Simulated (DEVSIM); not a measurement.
# abrupt GaAs p-n junction

Device: abrupt GaAs p-n junction, at 300 K.

```
layer (left to right)  material  thickness (μm)  Nd (cm⁻³)  Na (cm⁻³)  τn (s)  τp (s)
---------------------  --------  --------------  ---------  ---------  ------  ------
1                          GaAs           0.370          -     2.4e15  6.5e-9  6.5e-9
2                          GaAs            18.0     4.5e14          -  6.5e-9  6.5e-9
```

Left contact: ohmic. Right contact: ohmic. Voltage is applied to the left contact. Recombination: SRH at mid-gap, radiative, Auger. Mobility is μmin + (μ − μmin)/(1 + (N/Nref)^α).

The device is made up for the run: typed textbook-type constants, with dimensions and the other settings drawn at random. Values at 300 K.

```csv
parameter,GaAs
gap (eV),1.424
affinity (eV),4.07
permittivity,12.9
Nc (cm⁻³),4.7e17
Nv (cm⁻³),9e18
μn (cm²/Vs),8500
μp (cm²/Vs),400
"μn,min",500
"μp,min",20
"Nref,n",6e16
"Nref,p",1.5e17
αn,0.39
αp,0.38
B (cm³/s),2e-10
Cn (cm⁶/s),1e-30
Cp (cm⁶/s),1e-30
```

DEVSIM, 1D drift-diffusion, Boltzmann statistics, complete ionisation; no tunnelling, impact ionisation, image-force lowering or self-heating.

Potential step across the device at zero bias: 1.032 V
Largest field in the device at zero bias: 10000 V/cm
Dark forward voltage at 1 A/cm²: 0.876 V
Dark forward voltage at 100 A/cm²: 1.276 V

Dark forward current:

```csv
V (V),J (A/cm²)
0.05,5.5e-10
0.20,1.6e-8
0.35,3.3e-7
0.50,7.8e-6
0.60,9.2e-5
0.75,0.012
0.90,2.2
1.05,28
1.20,73
1.35,130
1.45,180
1.60,260
1.75,360
1.90,470
```

Small-signal capacitance in reverse bias (quasi-static):

| V (V) | C (nF/cm²) |
|---|---|
| -0.2 | 5.48 |
| -0.5 | 4.92 |
| -1 | 4.30 |
| -1.5 | 3.87 |
| -2 | 3.55 |
| -3 | 3.11 |
| -4 | 2.79 |
| -5 | 2.56 |
| -6.5 | 2.30 |
| -8 | 2.11 |
| -10 | 1.91 |
